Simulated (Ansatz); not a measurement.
An Ansatz (a quantum-chemistry and plane-wave program) input (PBE/PAW in Ansatz, no spin-orbit coupling):

Ansatz 0.2 input:
```yaml
crystal:
  lattice:
    - [4.7057011804, 0, 0]
    - [2.3528505902, 4.0752567648, 0]
    - [0, 0, 7.421579638]
  atoms:
    - { symbol: Mg, position: [0.6666666667, 0.6666666667, 0.0008068794] }
    - { symbol: Mg, position: [0.3333333333, 0.3333333333, 0.5008068794] }
    - { symbol: Te, position: [0.6666666667, 0.6666666667, 0.6243931206] }
    - { symbol: Te, position: [0.3333333333, 0.3333333333, 0.1243931206] }
basis: { ecutwfc: 420, ecutrho_ratio: 4, xc_grid: 2, fft_grid_basis: typed }
kpoints: { mp_grid: { grid: [8, 8, 5] } }
hamiltonian:
  xc: pbe
  dispersion: none
  pseudopotentials: { kind: paw }
scf: { occupations: { method: fermi_dirac, width: 0.05 } }
relax: { f_tol: 0.005, max_steps: 50, cell: { stress_tol: 0.01, fix: [a, b, gamma] } }
output: { forces: true, stress: true }
checkpoint: { write: state.ck, write_every: 1000 }
```

Question: Which symmetry and how many k-points will the program report, and about how many plane waves at Γ?

Answer: Space group P63mc (ITA 186) with 12 operations, k-points 30 of 320, and 2779 plane waves at Γ.

Question: And the final pressure?

Answer: -0.80 GPa (compression positive).

The cells carry an imposed strain or load. Stability against distortions was not tested. The cell was made from MgTe in the wurtzite structure (space group P6_3mc, No. 186) by this change: biaxial strain +2.11 %, plane normal [001], relaxed out of plane.
